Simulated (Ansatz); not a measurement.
PdGe2 (model structure, started from the Al2Cu type, I4/mcm, No. 140, 6 atoms in the cell)

Calculation: PBEsol (Ansatz, an electronic-structure program, plane waves, PAW).

Numerical settings: plane-wave cutoff 500 eV, 10×10×10 k mesh, Fermi–Dirac smearing 0.05 eV, scalar-relativistic PAW data made under PBE.

Cell (relaxed at this level):

```
PdGe2
1.0
   -3.01078     3.01078     2.72782
    3.01078    -3.01078     2.72782
    3.01078     3.01078    -2.72782
Ge Pd
4 2
Direct
  0.15134   0.65134   0.80268
  0.34866   0.15134   0.50000
  0.65134   0.84866   0.50000
  0.84866   0.34866   0.19732
  0.75000   0.75000   0.00000
  0.25000   0.25000   0.00000
```

```yaml
band_gap: none
```

Note: the relaxation could raise the start's symmetry but not lower it, so the cell can be a saddle point.

Spin–orbit coupling is not included.

Computed values are for the static lattice.

Computing time: about 2.1 core-minutes (a rough figure).

A model structure was made by putting elements into a prototype or built by hand; it is no filed structure, need not be a known phase, and can be a saddle point held by its symmetry.
